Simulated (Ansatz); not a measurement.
```yaml
crystal:
  lattice:
    - [34.00000, 0.00000, 0.00000]
    - [0.00000, 34.00000, 0.00000]
    - [0.00000, 0.00000, 3.30173]
  atoms:
    - { symbol: P, position: [0.84106, 0.51597, 0.00000] }
    - { symbol: P, position: [0.83606, 0.56032, 0.50000] }
    - { symbol: P, position: [0.77029, 0.57185, 0.50000] }
    - { symbol: P, position: [0.75612, 0.61235, 0.00000] }
    - { symbol: P, position: [0.80035, 0.66237, 0.00000] }
    - { symbol: P, position: [0.77661, 0.70015, 0.50000] }
    - { symbol: P, position: [0.71235, 0.68201, 0.50000] }
    - { symbol: P, position: [0.68201, 0.71235, 0.00000] }
    - { symbol: P, position: [0.70015, 0.77661, 0.00000] }
    - { symbol: P, position: [0.66237, 0.80035, 0.50000] }
    - { symbol: P, position: [0.61235, 0.75612, 0.50000] }
    - { symbol: P, position: [0.57185, 0.77029, 0.00000] }
    - { symbol: P, position: [0.56032, 0.83606, 0.00000] }
    - { symbol: P, position: [0.51597, 0.84106, 0.50000] }
    - { symbol: P, position: [0.49010, 0.77950, 0.50000] }
    - { symbol: P, position: [0.44746, 0.77470, 0.00000] }
    - { symbol: P, position: [0.40853, 0.82895, 0.00000] }
    - { symbol: P, position: [0.36641, 0.81421, 0.50000] }
    - { symbol: P, position: [0.36981, 0.74752, 0.50000] }
    - { symbol: P, position: [0.33348, 0.72470, 0.00000] }
    - { symbol: P, position: [0.27487, 0.75669, 0.00000] }
    - { symbol: P, position: [0.24331, 0.72513, 0.50000] }
    - { symbol: P, position: [0.27530, 0.66652, 0.50000] }
    - { symbol: P, position: [0.25248, 0.63019, 0.00000] }
    - { symbol: P, position: [0.18579, 0.63359, 0.00000] }
    - { symbol: P, position: [0.17105, 0.59147, 0.50000] }
    - { symbol: P, position: [0.22530, 0.55254, 0.50000] }
    - { symbol: P, position: [0.22050, 0.50990, 0.00000] }
    - { symbol: P, position: [0.15894, 0.48403, 0.00000] }
    - { symbol: P, position: [0.16394, 0.43968, 0.50000] }
    - { symbol: P, position: [0.22971, 0.42815, 0.50000] }
    - { symbol: P, position: [0.24388, 0.38765, 0.00000] }
    - { symbol: P, position: [0.19965, 0.33763, 0.00000] }
    - { symbol: P, position: [0.22339, 0.29985, 0.50000] }
    - { symbol: P, position: [0.28765, 0.31799, 0.50000] }
    - { symbol: P, position: [0.31799, 0.28765, 0.00000] }
    - { symbol: P, position: [0.29985, 0.22339, 0.00000] }
    - { symbol: P, position: [0.33763, 0.19965, 0.50000] }
    - { symbol: P, position: [0.38765, 0.24388, 0.50000] }
    - { symbol: P, position: [0.42815, 0.22971, 0.00000] }
    - { symbol: P, position: [0.43968, 0.16394, 0.00000] }
    - { symbol: P, position: [0.48403, 0.15894, 0.50000] }
    - { symbol: P, position: [0.50990, 0.22050, 0.50000] }
    - { symbol: P, position: [0.55254, 0.22530, 0.00000] }
    - { symbol: P, position: [0.59147, 0.17105, 0.00000] }
    - { symbol: P, position: [0.63359, 0.18579, 0.50000] }
    - { symbol: P, position: [0.63019, 0.25248, 0.50000] }
    - { symbol: P, position: [0.66652, 0.27530, 0.00000] }
    - { symbol: P, position: [0.72513, 0.24331, 0.00000] }
    - { symbol: P, position: [0.75669, 0.27487, 0.50000] }
    - { symbol: P, position: [0.72470, 0.33348, 0.50000] }
    - { symbol: P, position: [0.74752, 0.36981, 0.00000] }
    - { symbol: P, position: [0.81421, 0.36641, 0.00000] }
    - { symbol: P, position: [0.82895, 0.40853, 0.50000] }
    - { symbol: P, position: [0.77470, 0.44746, 0.50000] }
    - { symbol: P, position: [0.77950, 0.49010, 0.00000] }
```

Level of theory: PBE (plane waves to 420 eV, PAW; Ansatz, an electronic-structure program). Mesh 1×1×10. No spin polarisation. Isolated but for its images some 11 Å away. A hypothetical model, rolled from the flat sheet. Symmetry and one short period hold its shape; lower forms weren't sought.

Question: Tabulate the two highest filled and two lowest empty levels along the axis, from the valence top.

Answer: 
```tsv
k (2π/c)	v2 (eV)	v1 (eV)	c1 (eV)	c2 (eV)
0.000	-0.27	0.00	0.66	0.92
0.042	-0.26	0.00	0.68	0.93
0.083	-0.26	-0.01	0.73	0.97
0.125	-0.28	-0.06	0.83	1.03
0.167	-0.33	-0.14	0.96	1.12
0.208	-0.42	-0.27	1.12	1.22
0.250	-0.56	-0.45	1.08	1.16
0.292	-0.76	-0.68	0.95	1.07
0.333	-0.99	-0.95	0.97	1.10
0.375	-1.25	-1.25	1.07	1.10
0.417	-1.26	-1.26	0.92	0.92
0.458	-1.31	-1.31	0.87	0.87
0.500	-1.35	-1.35	0.87	0.87
```
